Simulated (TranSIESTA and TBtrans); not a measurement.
## Sn chain with one bond stretched by 0.6 Å

System: Sn chain with one bond stretched by 0.6 Å. Leads: straight Sn chain, spacing 2.612 Å. Geometry: as built, not relaxed.

Computed with TranSIESTA and TBtrans, PBE, DZP numerical orbitals (energy shift 0.15 eV), PseudoDojo norm-conserving scalar-relativistic potentials, mesh cutoff 200 Ry, 300 K, no spin polarisation, no spin-orbit coupling; self-consistent non-equilibrium Green functions.

| Item | Value |
|---|---|
| Conductance at 300 K (G0 = 2e²/h) | 2.30 |
| Mean T from −0.5 to 0.5 eV | 2.20 |

Energies count from the leads' Fermi level. Transmissions are for one spin of a degenerate pair. The energy step is 0.01 eV; narrower resonances are cut or missed.

| E (eV) | T | lead channels |
|---|---|---|
| -2.00 | 0.72 | 1 |
| -1.90 | 0.73 | 1 |
| -1.80 | 0.74 | 1 |
| -1.70 | 0.75 | 1 |
| -1.60 | 0.76 | 1 |
| -1.50 | 0.77 | 1 |
| -1.40 | 0.77 | 1 |
| -1.30 | 0.78 | 1 |
| -1.20 | 0.78 | 1 |
| -1.10 | 0.79 | 1 |
| -1.00 | 0.86 | band edge |
| -0.90 | 1.09 | 3 |
| -0.80 | 1.26 | 3 |
| -0.70 | 1.45 | 3 |
| -0.60 | 1.65 | 3 |
| -0.50 | 1.84 | 3 |
| -0.40 | 2.02 | 3 |
| -0.30 | 2.15 | 3 |
| -0.20 | 2.24 | 3 |
| -0.10 | 2.28 | 3 |
| 0.00 | 2.30 | 3 |
| 0.10 | 2.30 | 3 |
| 0.20 | 2.27 | 3 |
| 0.30 | 2.24 | 3 |
| 0.40 | 2.20 | 3 |
| 0.50 | 2.16 | 3 |
| 0.60 | 2.12 | 3 |
| 0.70 | 2.09 | 3 |
| 0.80 | 2.06 | 3 |
| 0.90 | 2.04 | 3 |
| 1.00 | 2.03 | 3 |
| 1.10 | 2.02 | 3 |
| 1.20 | 2.02 | 3 |
| 1.30 | 2.03 | 3 |
| 1.40 | 2.04 | 3 |
| 1.50 | 2.05 | 3 |
| 1.60 | 2.07 | 3 |
| 1.70 | 2.09 | 3 |
| 1.80 | 2.11 | 3 |
| 1.90 | 2.13 | 3 |
| 2.00 | 2.15 | 3 |

The straight chain is held at its spacing; free chains may zigzag or dimerise. No spin-polarised start was tried, so a magnetic state, if there is one, is missed.
